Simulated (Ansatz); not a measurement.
# ScOF (model structure, P2₁, No. 4, 12 atoms in the cell): band gap by level of theory

No measured value is used here.

Put these levels in order of the band gap that they give for ScOF (model structure, P2₁, No. 4, 12 atoms in the cell), smallest first: HSE06 (Ansatz, a program for electronic structure), PBEsol (Ansatz), r²SCAN (Ansatz).

PBEsol (4.44 eV), r²SCAN (4.96 eV), HSE06 (6.34 eV)

Computed values are for a static lattice.  Values are at the PBEsol cell. Cutoffs and k meshes differ between the levels. Ansatz's density-functional and Hartree–Fock values are scalar-relativistic unless marked +SOC, with PAW data made under PBE.

A model structure was made by putting elements into a prototype or built by hand; it is no filed structure, need not be a known phase, and can be a saddle point held by its symmetry.
